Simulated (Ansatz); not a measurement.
# Report: rocksalt MgS (Fm-3m), biaxial stress in the (001) plane

Cell and atoms are relaxed with r2SCAN to each stress (compression positive); bands and masses by r2SCAN with spin-orbit coupling, rigid bands (plane waves, PAW; Ansatz, a first-principles code). Strains are changes of length against the unloaded cell.

```
CELL_PARAMETERS angstrom
      0.00000     2.60158     2.60158
      2.60158     0.00000     2.60158
      2.60158     2.60158     0.00000
ATOMIC_POSITIONS crystal
  Mg 0.00000 0.00000 0.00000
  S  0.50000 0.50000 0.50000
```

```json
[
 {"stress (GPa)": "-2.00", "strain [001] (%)": "-0.73", "strain [100] (%)": "1.28", "gap (eV)": "3.300", "mₑ* [001]": "0.50", "mₑ* [100]": "0.33", "mₕ* [001]": "1.32", "mₕ* [100]": "1.12"},
 {"stress (GPa)": "-1.00", "strain [001] (%)": "-0.35", "strain [100] (%)": "0.61", "gap (eV)": "3.369", "mₑ* [001]": "0.46", "mₑ* [100]": "0.33", "mₕ* [001]": "1.32", "mₕ* [100]": "1.18"},
 {"stress (GPa)": "0", "strain [001] (%)": "0", "strain [100] (%)": "0", "gap (eV)": "3.433", "mₑ* [001]": "0.37", "mₑ* [100]": "0.37", "mₕ* [001]": "1.22", "mₕ* [100]": "1.22"},
 {"stress (GPa)": "1.00", "strain [001] (%)": "0.33", "strain [100] (%)": "-0.57", "gap (eV)": "3.419", "mₑ* [001]": "0.33", "mₑ* [100]": "0.39", "mₕ* [001]": "1.13", "mₕ* [100]": "1.22"},
 {"stress (GPa)": "2.00", "strain [001] (%)": "0.65", "strain [100] (%)": "-1.10", "gap (eV)": "3.402", "mₑ* [001]": "0.32", "mₑ* [100]": "0.40", "mₕ* [001]": "0.99", "mₕ* [100]": "1.19"}
]
```

[001] is the normal of the loaded plane; [010] strains as [100]. Masses are conductivity masses at 300 K in electron masses.

Question: From the two loads next to zero, find the biaxial modulus and the ratio of out-of-plane to in-plane strain.

Answer: Between -1.00 and 1.00 GPa the strain along [100] changes by -1.18 % and that along [001] by 0.68 %. The modulus is 2.00/0.0118 = 169 GPa and the ratio of the strains 0.58 (r2SCAN, atoms relaxed). For a cubic (001) plane the ratio is 2C₁₂/C₁₁ and the modulus C₁₁ + C₁₂ − 2C₁₂²/C₁₁, which gives C₁₁ ≈ 151 GPa and C₁₂ ≈ 44 GPa.

Question: Is the response still linear at the largest tension?

Answer: The modulus predicts 1.18 % at -2.00 GPa; the table has 1.28 %, so the crystal is softer there.

Question: How fast does the gap move on either side of zero load?

Answer: Under tension, (3.369 − 3.433) eV over -1.00 GPa = 64 meV/GPa, or about -10 eV per unit strain; under compression, (3.402 − 3.433) eV over 2.00 GPa = -15 meV/GPa, or about 2.8 eV per unit strain. The two slopes part by 79 meV/GPa; gaps are resolved to about 0.01 eV, which allows 15 meV/GPa, so they differ, even in sign: the gap has a turning point near zero load.

Masses are those of dilute carriers in rigid bands with one relaxation time, without polarons. Third decimals of gaps are kept for the arithmetic. Every relaxation keeps the rocksalt phase (space group I4/mmm under this load), so a transition, a distortion that breaks the symmetry or fracture can't show.
